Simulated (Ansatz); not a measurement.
# SiC (model structure, started from the CdTe type, P6₄22, No. 181, 6 atoms in the cell)

The numbers are results of r²SCAN (Ansatz, a program for electronic structure, PAW), not measurements.

Numerical settings: plane-wave cutoff 560 eV, 18×18×8 k mesh (along the axes of the cell as run), Fermi–Dirac smearing 0.05 eV, scalar-relativistic PAW data made under PBE.

Cell (relaxed at this level):

```
CELL_PARAMETERS angstrom
      3.07268     0.00000     0.00000
     -1.53634     2.66102     0.00000
      0.00000     0.00000     7.03927
ATOMIC_POSITIONS crystal
  Si 0.00000 0.50000 0.66667
  Si 0.50000 0.50000 0.00000
  Si 0.50000 0.00000 0.33333
  C  0.00000 0.50000 0.16667
  C  0.50000 0.50000 0.50000
  C  0.50000 0.00000 0.83333
```

| Item | Value |
|---|---|
| band gap | 1.18 eV (indirect) |
| smallest direct gap on the k points sampled | 3.41 eV |
| direct gap at Γ | 3.84 eV |

Note: the relaxation could raise the start's symmetry but not lower it, so the cell can be a saddle point.

Static lattice: no zero-point or thermal effects.

A model structure was made by putting elements into a prototype or built by hand; it is no filed structure, need not be a known phase, and can be a saddle point held by its symmetry.
